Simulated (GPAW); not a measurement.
GPAW run on InSb (F-43m, 2 atoms in the cell): self-consistent single point.

Computed with PBEsol, GPAW PAW datasets PBEsol (made by gpaw-setup) (plane waves; GPAW).

The change in words: lattice scaled by 0.98. Reference geometry:
```xyz
2
Lattice="0.0000 3.3166 3.3166 3.3166 0.0000 3.3166 3.3166 3.3166 0.0000" Properties=species:S:1:pos:R:3 pbc="T T T"
In     0.0000     0.0000     0.0000
Sb     1.6583     1.6583     1.6583
```

Reference input (self-consistent single point, DFT PBEsol, plane waves, GPAW PAW datasets PBEsol (made by gpaw-setup)): mode = pw; ecut = 550 eV; xc = PBEsol; kpts = 6 6 6; mesh shift (steps) = 0 0 0; occupations.name = fermi-dirac; occupations.width = 0.1 eV; nbands = -8; symmetry.symmorphic = false; symmetry.tolerance = 0.0005; maxiter = 100. This run's input differs from it in these lines:

```diff
@@ -5,7 +5,7 @@
 atoms = Atoms(['In', 'Sb'],
-              cell=[[0.000000, 3.316610, 3.316610],
-                    [3.316610, 0.000000, 3.316610],
-                    [3.316610, 3.316610, 0.000000]],
+              cell=[[0.000000, 3.250278, 3.250278],
+                    [3.250278, 0.000000, 3.250278],
+                    [3.250278, 3.250278, 0.000000]],
               positions=[[0.000000, 0.000000, 0.000000],
-                         [1.658305, 1.658305, 1.658305]],
+                         [1.625139, 1.625139, 1.625139]],
               pbc=True)
```

Output (repeated stretches shortened):

```
     iter     time        total  log10-change:
                         energy   eigst   dens
iter:   1 --:--:--    -8.272003
iter:   2 --:--:--    -8.280991   -0.84  -1.45
iter:   3 --:--:--    -8.235434   -1.52  -1.47
iter:   4 --:--:--    -8.227921   -2.94  -1.99
iter:   5 --:--:--    -8.196277   -2.55  -2.01
iter:   6 --:--:--    -8.194808   -4.35  -2.73
iter:   7 --:--:--    -8.195533c  -4.68  -2.87
iter:   8 --:--:--    -8.194595c  -3.81  -2.77
iter:   9 --:--:--    -8.194308c  -5.35  -3.42
iter:  10 --:--:--    -8.194326c  -6.61  -3.85
iter:  11 --:--:--    -8.194294c  -6.48  -3.74
iter:  12 --:--:--    -8.194270c  -5.56  -3.91
iter:  13 --:--:--    -8.194269c  -7.30  -4.34c
iter:  14 --:--:--    -8.194268c  -7.92c -4.37c
Converged after 14 iterations.

Dipole moment: (-4.226139, -4.226139, -4.226139) |e|*Ang

Energy contributions relative to reference atoms: (reference = -336107.392685)

Kinetic:        +10.551763
Potential:      -10.268796
External:        +0.000000
XC:              -8.821937
Entropy (-ST):   -0.003771
Local:           +0.346588
SIC:             +0.000000
--------------------------
Free energy:     -8.196153
Extrapolated:    -8.194268

Showing only first 2 kpts
 Kpt  Band  Eigenvalues  Occupancy
  0    12      4.48582    1.43308
  0    13      4.48582    1.43308
  0    14      4.48583    1.43308
  0    15      7.41795    0.00000

  1    12      3.63177    1.99985
  1    13      3.63177    1.99985
  1    14      6.28568    0.00000
  1    15      6.78856    0.00000

Fermi level: 4.57856

No gap
No difference between direct/indirect transitions
Energy (eV): -8.194268

Forces in eV/Ang:
  0 In    0.00000   -0.00000   -0.00000
  1 Sb   -0.00000    0.00000    0.00000

Stress tensor:
     0.000360     0.000000    -0.000000
     0.000000     0.000360    -0.000000
    -0.000000    -0.000000     0.000360
Stress (GPa, Voigt): [ 0.0576  0.0576  0.0576 -0.     -0.      0.    ]
```

The run converged in 14 iterations. GPAW prints stress with tension positive. Against the reference run the free energy drops by 14.5 meV/atom and the pressure goes from -2.34 to -0.06 GPa.

The starting cell comes from a database of computed structures (which also holds hypothetical and non-ambient phases and stackings), without a prior relaxation at this level. For this run, on top of that: lattice scaled by 0.98. The run gives no clean gap (levels at the Fermi energy touch, overlap or are partly filled at this smearing), which alone does not show that the compound is a metal.
